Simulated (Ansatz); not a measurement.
An Ansatz (a quantum-chemistry and plane-wave program) input (PBE (Ansatz; PAW; 420 eV plane waves; scalar-relativistic without spin-orbit coupling), earlier PAW set):

Ansatz 0.2 input:
```yaml
crystal:
  lattice:
    - [4.2271412052, 0, 0]
    - [0, 4.2271412052, 0]
    - [0, 0, 4.2271412052]
  atoms:
    - { symbol: Ba, position: [0, 0, 0] }
    - { symbol: Zr, position: [0.5, 0.5, 0.5] }
    - { symbol: O, position: [0, 0.5, 0.5] }
    - { symbol: O, position: [0.5, 0.5, 0] }
    - { symbol: O, position: [0.5, 0, 0.5] }
basis: { ecutwfc: 420, ecutrho_ratio: 4, xc_grid: 2, fft_grid_basis: typed }
kpoints: { mp_grid: { grid: [8, 8, 8] } }
hamiltonian:
  xc: pbe
  dispersion: none
  pseudopotentials: { azcp: { folder: ./paw }, kind: paw }
scf: { occupations: { method: fermi_dirac, width: 0.05 }, convergence: { dr2_threshold: 0.0000000005 } }
output: { forces: true, stress: true }
checkpoint: { write: state.ck, write_every: 1000 }
```

Problem. Which symmetry and how many k-points will the program report, and about how many plane waves at Γ?

Solution. Space group Pm-3m (ITA 221) with 48 operations, k-points 35 of 512, and 1419 plane waves at Γ.

No phonon test of stability was made. The cell is BaZrO3 in the cubic perovskite structure (space group Pm-3m, No. 221).
